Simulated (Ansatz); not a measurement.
Cubic perovskite CsPbBr3 (cubic high-temperature phase), treated with HSE06 (plane waves, PAW; Ansatz, an electronic-structure program).

Numerical settings: plane-wave cutoff 460 eV, 4×4×4 k mesh, Fermi–Dirac smearing 0.01 eV, scalar-relativistic PAW data made under PBE.

Response to compression and expansion:

```csv
V (Å³/atom),P (GPa),direct gap at Γ (eV),smallest gap on the k mesh (eV)
40.334,1.22,6.196,2.093
40.901,0.87,6.168,2.160
41.396,0.59,6.145,2.215
42.457,0.05,6.095,2.325
43.518,-0.41,6.047,2.425
44.580,-0.82,6.002,2.516
```

The fundamental gap (2.34 eV at the equilibrium volume, on the SCF mesh) lies elsewhere than Γ–Γ.

Note: the relaxation could not lower the start's symmetry, so the cell can be a saddle point above a distorted one.

Spin–orbit coupling is not included; with these elements it can move the gap by several tenths of an eV or more.
